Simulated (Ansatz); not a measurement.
Defect: C vacancy in 2H silicon carbide, charge state +2. Computed with PBE, PAW (plane waves to 420 eV; Ansatz, an electronic-structure program).

72-site cell at the relaxed PBE lattice, the Γ point alone, smearing 0.01 eV, spin-restricted, no finite-size correction. Static, classical nuclei. The host's phase is taken as given; its stability against other phases was not computed. The charge state is imposed; whether it is stable for some Fermi level was not computed. Forms of the defect that were not tried may lie lower.

Barriers: single points on a 2×2×2 k-point mesh shifted by half a step along c at the bands' geometries (they differ from the bands' own by up to 0.43 eV, and are uncertain by about as much).

Relaxed starting cell (atoms counted from 1):

```
CELL_PARAMETERS angstrom
      9.27650     0.00000     0.00000
     -4.63825     8.03368     0.00000
      0.00000     0.00000    10.14789
ATOMIC_POSITIONS crystal
  Si 0.22170 0.11081 0.22561
  Si 0.22170 0.11081 0.75038
  Si 0.22283 0.44573 0.24887
  Si 0.22269 0.44541 0.75073
  Si 0.22283 0.77702 0.24886
  Si 0.22269 0.77720 0.75072
  Si 0.55550 0.10968 0.24887
  Si 0.55532 0.10982 0.75073
  Si 0.55550 0.44573 0.24887
  Si 0.55532 0.44541 0.75073
  Si 0.55504 0.77748 0.24979
  Si 0.55504 0.77748 0.75103
  Si 0.88678 0.10968 0.24887
  Si 0.88710 0.10982 0.75073
  Si 0.88837 0.44414 0.24967
  Si 0.88837 0.44414 0.75172
  Si 0.88678 0.77701 0.24887
  Si 0.88710 0.77720 0.75072
  Si 0.10990 0.22261 0.99728
  Si 0.10518 0.22734 0.50455
  Si 0.11005 0.55498 0.00020
  Si 0.10851 0.55421 0.50224
  Si 0.10990 0.88720 0.99728
  Si 0.10517 0.87775 0.50454
  Si 0.44531 0.22261 0.99728
  Si 0.45476 0.22734 0.50455
  Si 0.44412 0.55565 0.99989
  Si 0.44464 0.55668 0.50156
  Si 0.44412 0.88839 0.99989
  Si 0.44464 0.88788 0.50156
  Si 0.77753 0.22246 0.00020
  Si 0.77830 0.22400 0.50224
  Si 0.77753 0.55499 0.00020
  Si 0.77830 0.55421 0.50224
  Si 0.77686 0.88839 0.99989
  Si 0.77583 0.88788 0.50156
  C  0.22170 0.11081 0.93868
  C  0.22314 0.44372 0.43783
  C  0.22153 0.44390 0.93929
  C  0.22314 0.77933 0.43783
  C  0.22153 0.77755 0.93929
  C  0.55318 0.10938 0.43784
  C  0.55496 0.11098 0.93929
  C  0.55318 0.44372 0.43783
  C  0.55496 0.44390 0.93929
  C  0.55503 0.77748 0.43906
  C  0.55504 0.77748 0.93910
  C  0.88879 0.10938 0.43783
  C  0.88861 0.11098 0.93929
  C  0.88837 0.44414 0.43918
  C  0.88837 0.44414 0.93957
  C  0.88879 0.77933 0.43783
  C  0.88861 0.77755 0.93929
  C  0.11004 0.22247 0.18913
  C  0.11066 0.22185 0.68895
  C  0.11059 0.55526 0.18903
  C  0.11059 0.55525 0.68955
  C  0.11005 0.88750 0.18913
  C  0.11066 0.88872 0.68895
  C  0.44501 0.22247 0.18913
  C  0.44379 0.22185 0.68895
  C  0.44400 0.55540 0.18893
  C  0.44399 0.55538 0.68949
  C  0.44400 0.88851 0.18893
  C  0.44399 0.88852 0.68949
  C  0.77726 0.22192 0.18903
  C  0.77726 0.22192 0.68955
  C  0.77726 0.55525 0.18903
  C  0.77726 0.55525 0.68955
  C  0.77711 0.88851 0.18893
  C  0.77713 0.88853 0.68949
```
Cell charge +2.

End state 1 differs by these moves (Å; atoms that move under 0.08 Å are left out):

```csv
atom,element,Δx,Δy,Δz
1,Si,0.00,0.01,0.24
5,Si,-0.01,0.00,-0.24
20,Si,0.06,-0.05,-0.02
22,Si,0.01,-0.08,0.02
24,Si,-0.08,0.13,0.00
26,Si,-0.08,-0.03,-0.03
30,Si,0.06,0.05,0.03
40,C,-1.54,2.66,0.00
```

### Question
Predict the forward and backward barriers to end state 1 from PBE, PAW.

### Answer
forward 5.00 eV, backward 5.00 eV; at the saddle point atom 40 has neighbours Si at 1.77, 2 Si at 2.15 Å. The saddle point's order was not checked, and it lies on a symmetry element of the cell, where a band can be held.

End state 2 differs by these moves (Å; atoms that move under 0.08 Å are left out):

```
atom  element     Δx     Δy     Δz
----  -------  -----  -----  -----
1          Si   0.08  -0.04   0.30
3          Si   0.00   0.07   0.06
13         Si  -0.07  -0.04   0.06
19         Si   0.01  -0.01  -0.22
20         Si   0.08  -0.04  -0.04
24         Si   0.00   0.08  -0.04
26         Si  -0.07  -0.04  -0.04
54          C   1.55  -0.90   2.54
```

### Question
What is the computed forward and backward barriers to end state 2 (PBE, PAW)?

### Answer
forward 5.31 eV, backward 5.31 eV; at the saddle point atom 54 has neighbours Si at 1.75, Si at 1.84, Si at 2.05 Å. The saddle point's order was not checked.
